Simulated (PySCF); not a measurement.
PySCF 2.14.0, B3LYP/def2-svpd, df: Ag(SH)(PH3) ([PH3]->[Ag][SH]), 7 atoms. The geometry is a generated start, not checked to be a minimum at this level.

```
Property                                            Result
-------------------------  -------------------------------
task                                                energy
method                                               b3lyp
basis                                            def2-svpd
two-electron scheme                        density fitting
mol.max_memory                                     3000 MB
mf.max_cycle                                           100
mf.init_guess                              minao (default)
mf.DIIS                                    CDIIS (default)
mf.diis_space                                  8 (default)
mf.conv_tol                                1e-09 (default)
mf.grids.level                                 3 (default)
effective core potentials  those of the basis set, past Kr
basis functions                                        117
grid points                                          99736
```

```xyz
7

Ag    -0.3834     0.8131     0.5214
S     -1.3468     2.5212     1.7646
H     -1.7268     1.7916     2.8036
P      0.6471    -0.8955    -0.9561
H      1.3817    -1.9375    -0.4296
H      1.5591    -0.5918    -1.9431
H     -0.1309    -1.7010    -1.7608
```

Charge 0 and multiplicity 1 are set for this test and not shown to be the ground state.

One run each on 2 threads, 1 BLAS thread. Values of level_shift (Hartree) tried: 0 (default), 0.1, 0.3, 1.

Problem. How does the count of Fock builds change with level_shift (Hartree), and where is it least?

Solution. Fewest Fock builds, within one of each other: 0 (default) with 15, 0.1 with 15. The count rises to 49 at 1. All converge to one solution.

```tsv
level_shift (Hartree)	Fock builds	end
0 (default)	15	same solution
0.1	15	same solution
0.3	25	same solution
1	49	same solution
```
